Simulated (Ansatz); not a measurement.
As (Pm-3m, No. 221, 1 atom in the cell; start mp-10; another form than the element's usual one), treated with LDA (Ansatz, a first-principles code, PAW).

Settings: plane-wave cutoff 520 eV, 20×20×20 k mesh, Fermi–Dirac smearing 0.05 eV, scalar-relativistic PAW data made under PBE.

Cell (relaxed at this level):

```cif
data_As
_chemical_formula_sum 'As1'
_space_group_name_H-M_alt 'Pm-3m'
_space_group_IT_number 221
_space_group_name_Hall '-P 4 2 3'
_cell_length_a 2.67267
_cell_length_b 2.67267
_cell_length_c 2.67267
_cell_angle_alpha 90.000
_cell_angle_beta 90.000
_cell_angle_gamma 90.000
loop_
_atom_site_label
_atom_site_type_symbol
_atom_site_symmetry_multiplicity
_atom_site_Wyckoff_symbol
_atom_site_fract_x
_atom_site_fract_y
_atom_site_fract_z
_atom_site_occupancy
As1 As 1 b 0.50000 0.50000 0.50000 1
```

Problem. Estimate the bulk modulus B0 that the calculation returns.

Solution. 
* **bulk modulus B0**: 90.8 GPa

The run finds no gap.

Note: the bulk modulus is −V dP/dV from two relaxed cells at ±2 % in volume; the relaxation could not lower the start's symmetry, so the cell can be a saddle point above a distorted one.

Computed values are for the static lattice.

A start named mp-… is a Materials Project structure, which need not be a measured phase.
